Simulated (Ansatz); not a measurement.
Spacing of the highest filled and lowest empty level at the zone centre in eight small model glasses of hand-chosen composition and density, fast-quenched (anions pushed apart in CHGNet runs), each at its PBE geometry, by PBE and by HSE06 (Ansatz, an electronic-structure program, plane waves, PAW). The cells are the first eight to finish that balance their formal charges, show no moments and no lower geometry on charging where those were tested, and have a gap at both levels; defect levels can set the spacings, and exact exchange is cut at the cells' faces.

```csv
cell,quench by,pressure (GPa),levels at the gap,PBE (eV),"experiment, tabulated (eV)"
Si30N44Ti3,CHGNet,0.1,localised at both edges,1.65,-
Hf18O37Ca,CHGNet,1.4,localised at the filled edge,4.02,-
Hf18O37Mg,CHGNet,0.1,localised at the filled edge,3.81,-
Zr20O43Mo,CHGNet,-2.3,localised at both edges,2.53,-
Hf18O39Mo,CHGNet,0.0,localised at both edges,2.34,-
Zr20O43La2,CHGNet,0.0,localised at the filled edge,3.71,-
Si30N41B,CHGNet,0.8,localised at the filled edge,2.28,-
Al28O45Lu2,CHGNet,1.3,localised at the filled edge,3.56,-
```

Q: What does HSE06 give, and how does it move these values against PBE?

A: Si30N44Ti3 3.03, Hf18O37Ca 5.57, Hf18O37Mg 5.33, Zr20O43Mo 3.83, Hf18O39Mo 3.65, Zr20O43La2 5.24, Si30N41B 3.53, Al28O45Lu2 5.27 eV. It raises them by +1.26 to +1.71 eV, +1.45 eV on average. A straight line through the eight gives HSE06 = 1.14 × PBE +1.04 eV, with a scatter of 0.09 eV.
